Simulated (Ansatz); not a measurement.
```xyz
2
Lattice="0.0000 1.8339 1.8339 1.8339 0.0000 1.8339 1.8339 1.8339 0.0000" Properties=species:S:1:pos:R:3 pbc="T T T"
B      0.0000     0.0000     0.0000
N      0.9170     0.9170     0.9170
```

Calculation: PBE, rigid bands (plane waves, PAW, scalar-relativistic; Ansatz, a quantum-chemistry and plane-wave program). Condition of this run: hydrostatic pressure of -18 GPa (compression positive) (the target of the relaxation). Cell: cell and atoms relaxed with PBEsol, then loaded as said.

Task: What conductivity effective mass do dilute electrons have at 300 K?

Result: 0.40 mₑ.

Task: What conductivity effective mass do dilute holes have at 300 K?

Result: 0.71 mₑ.

Task: And the band gap?

Result: 4.42 eV at this level; semilocal functionals usually fall short of the measured gap.

Rigid bands, one relaxation time for all states, no polarons. Spin-orbit coupling is left out. Geometry: cell and atoms relaxed with PBEsol.
